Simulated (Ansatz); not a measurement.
Base system: SnO in the litharge type structure (space group P4/nmm, No. 129; a = 3.7927 Å, c = 4.7644 Å; layered, stacked along the Cartesian z axis).

Level of theory: Ansatz (a program for electronic structure), r2SCAN+rVV10, PAW, cutoff 500 eV, no spin-orbit coupling, earlier PAW set.

For the base:

| Property | Result |
|---|---|
| Pressure | 0.0 GPa |

Now apply this change: an isotropic linear strain of −0.80 %, atoms relaxed at fixed cell.

Task: Predict the new energy relative to the base.

Result: The energy increases by 1.6 meV/atom.

Task: What does the calculation give for the pressure after the change?

Result: The pressure (mean of the normal stresses, compression positive) goes from zero to 1.3 GPa.

A case with no gap was solved on a k-mesh chosen for an insulator, which is coarse for it. No phonon test of stability was made. The final runs are not spin-polarised.
